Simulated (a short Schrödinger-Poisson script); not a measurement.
**Symmetric double-gate stack, SiO2 on p-type GaN**

System: symmetric double-gate stack, SiO2 on p-type GaN, at 77 K.

| layer | material | thickness (nm) | Na (cm⁻³) |
|---|---|---|---|
| 1 | SiO2 | 3.7 | - |
| 2 | GaN | 2 | 5e15 |
| 3 | SiO2 | 3.7 | - |

Constants are typed, rounded textbook-type inputs, not results; the design itself was drawn at random and stands for no fabricated device. SiO2: permittivity 3.9, conduction-band edge (eV) 3.2, gap (eV) 9, electron mass (mₑ) 0.5. GaN: permittivity 9.5, conduction-band edge (eV) 0, gap (eV) 3.43, Nv at 300 K (cm⁻³) 4.6e19.

Channel valleys (confinement mass, in-plane density-of-states mass, number): Γ 0.2, 0.2, 1. At the gates, both at one voltage, the conduction-band edge of layer 1 lies 3.76 eV − eVg above the Fermi level of the channel. Gaps are held at their typed values at every temperature. Mesh 0.03 nm at interfaces.

Solved with a short Schrödinger-Poisson script written for these runs: 1D Poisson equation in equilibrium, electrons quantum, Hartree (BenDaniel-Duke, 12 states a valley, the channel's in-plane mass for all, wave functions ending at the dielectric), parabolic valleys, classical holes, full ionisation, no traps, pinning or gate leakage.

| Vg (V) | electrons (cm⁻²) | C (μF/cm²) | Γ E0 (meV) | Γ E1 (meV) |
|---|---|---|---|---|
| 1.05 | 2.57e11 | 1.30 | 3.5 | 1411.8 |
| 1.2 | 1.65e12 | 1.54 | -19.4 | 1387.2 |
| 1.35 | 3.09e12 | 1.55 | -37.0 | 1367.8 |
| 1.5 | 4.55e12 | 1.55 | -54.4 | 1348.7 |
| 1.65 | 6.00e12 | 1.55 | -71.8 | 1329.6 |
| 1.8 | 7.45e12 | 1.55 | -89.1 | 1310.5 |
| 1.95 | 8.90e12 | 1.55 | -106.5 | 1291.4 |
| 2.1 | 1.03e13 | 1.55 | -123.9 | 1272.3 |
| 2.25 | 1.18e13 | 1.55 | -141.2 | 1253.1 |
| 2.4 | 1.33e13 | 1.55 | -158.6 | 1234.0 |
| 2.55 | 1.47e13 | 1.55 | -176.0 | - |
| 2.7 | 1.62e13 | 1.55 | -193.4 | - |

Gate voltages with under 1e6 electrons/cm² are left out.

Subbands count from the Fermi level; a dash marks a level above the dielectric's band edge. The capacitance is that of both gates.

In real p-type GaN the Mg acceptor is only partly ionised, and so wide a gap doesn't supply an inversion layer without source and drain.
